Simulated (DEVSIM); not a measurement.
Structure: Schottky contact on n-type Si, at 400 K.

Layer 1 from the left is Si, thickness (μm) 20.0, Nd (cm⁻³) 1.4e16, τn (s) 3.5e-7, τp (s) 3.5e-7.

Left contact: Schottky, work function 4.71 eV, emission velocity 5.2e6 cm/s. Right contact: ohmic. Voltage is applied to the left contact. Recombination: SRH at mid-gap. Mobility is μmin + (μ − μmin)/(1 + (N/Nref)^α).

This is a model device: material constants are rounded textbook-type values typed into the input, and sizes, dopings and lifetimes were drawn at random. Values at 300 K; Nc and Nv go as T^1.5, mobilities as T to minus their exponent, the gap by Varshni's rule with the affinity fixed.

Si: gap (eV) 1.124, affinity (eV) 4.05, permittivity 11.7, Nc (cm⁻³) 2.86e19, Nv (cm⁻³) 3.1e19, μn (cm²/Vs) 1417, μp (cm²/Vs) 470, μn,min 52, μp,min 45, Nref,n 9.7e16, Nref,p 2.2e17, αn 0.68, αp 0.72, T exponent of μn 2.3, T exponent of μp 2.2, Varshni α (eV/K) 0.000473, Varshni β (K) 636.

Model (solved in DEVSIM): 1D drift-diffusion, Boltzmann statistics, complete ionisation; no tunnelling, impact ionisation, image-force lowering or self-heating. Metal contacts follow the ideal Schottky-Mott rule: no Fermi-level pinning, no interface dipoles.

Q: What does the simulation give for the dark forward voltage at 1 A/cm², the potential step across the device at zero bias, the largest field in the device at zero bias?

A: dark forward voltage at 1 A/cm² 0.076 V; potential step across the device at zero bias 0.382 V; largest field in the device at zero bias 39000 V/cm.
